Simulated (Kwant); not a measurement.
Model: Hückel tight-binding model, one pz orbital an atom, one spin, coherent transport at 0 K (Kwant). Conductance is in e²/h.

System: π system c1cc2cccc3c4cccc5cccc(c(c1)c23)c54 between two chain leads. The π system is taken as planar. Atoms are numbered from 0 in the order of the SMILES. Site energies (eV, carbon 0): [0.0, 0.0, 0.0, 0.0, 0.0, 0.0, 0.0, 0.0, 0.0, 0.0, 0.0, 0.0, 0.0, 0.0, 0.0, 0.0, 0.0, 0.0, 0.0, 0.0]. Bonds (i, j, β in eV): (0,1,-3) (1,2,-3) (2,3,-3) (3,4,-3) (4,5,-3) (5,6,-3) (6,7,-3) (7,8,-3) (8,9,-3) (9,10,-3) (10,11,-3) (11,12,-3) (12,13,-3) (13,14,-3) (14,15,-3) (15,16,-3) (16,17,-3) (16,18,-3) (15,19,-3) (17,0,-3) (18,2,-3) (18,6,-3) (19,7,-3) (19,11,-3). Leads: chains of hopping −4.5 eV, joined by −1.5 eV to atoms 0 and 10.

Site energies and bond integrals are typed Hückel values.

Sweep values stay those of the base run.

One input was changed, with this effect: transmission at E = 0 < 1e-12 → 0.012.

### Question
Which change was it?
A) contacts moved from atoms [0, 10] to [5, 17]
B) contacts moved from atoms [0, 10] to [0, 3]
C) contacts moved from atoms [0, 10] to [5, 14]
D) contacts moved from atoms [0, 10] to [0, 13]
E) contacts moved from atoms [0, 10] to [1, 17]
F) contacts moved from atoms [0, 10] to [1, 10]

### Answer
B, contacts moved from atoms [0, 10] to [0, 3]
